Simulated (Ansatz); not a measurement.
The reference is YN in the rock salt structure (space group Fm-3m, No. 225; a = 4.906 Å).

The change: a hydrostatic pressure of 5 GPa.

Method: Ansatz (an electronic-structure program) PBE, scalar-relativistic without spin-orbit coupling.

Base, band edges from the VBM (valence, conduction): X -0.40, 0.21; W -1.55, 3.98; L -2.22, 5.65; Γ 0.00, 3.13; K -1.30, 2.45; U -1.30, 2.45 eV.

Q: Give the band edges at the high-symmetry points of the new zone, measured from its valence-band maximum.

A: 
| point | valence edge (eV) | conduction edge (eV) |
|---|---|---|
| Γ | 0.00 | 3.18 |
| X | -0.37 | 0.16 |
| U | -1.33 | 2.48 |
| K | -1.33 | 2.48 |
| L | -2.30 | 5.80 |
| W | -1.53 | 4.06 |

The gap is 0.16 eV, indirect, Γ → X.

Load acts through the strain it causes; cell and atoms are relaxed under it. Stability against distortions was not tested. Competing high-pressure phases were not computed. The base started in Pnma and relaxed to Fm-3m at this level. A zero or small gap of YN can be the functional's error rather than a property of the material.
